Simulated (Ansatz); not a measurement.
The starting structures come from a database of crystals and need not be the phases stable at ambient conditions.

By PBEsol, the system below comes out a metal.

The ballistic (Sharvin) conductance counts the channels at the Fermi level: G/A = (e²/h) × channels of both spins per area.

Here is the system:

```
MoPt
1.0
    2.73373     0.00000     0.00000
    0.00000     4.95840     0.00000
    0.00000     0.00000     4.47661
Mo Pt
2 2
Direct
  0.00000   0.83825   0.25000
  0.00000   0.16175   0.75000
  0.50000   0.33727   0.25000
  0.50000   0.66273   0.75000
```

Space group of this cell: Pmma. The cell is taken as given; by PBEsol its mean pressure is -5.7 GPa.

The current flows along the normal of the first two printed cell vectors. No spin-orbit coupling; the value is a mean over 0.1 eV about the Fermi level.

**Question.** Estimate the ballistic conductance per area that PBEsol in Ansatz (an electronic-structure program) returns for this system.

**Answer.** 0.80 × 10¹⁵ S/m² for both spins.
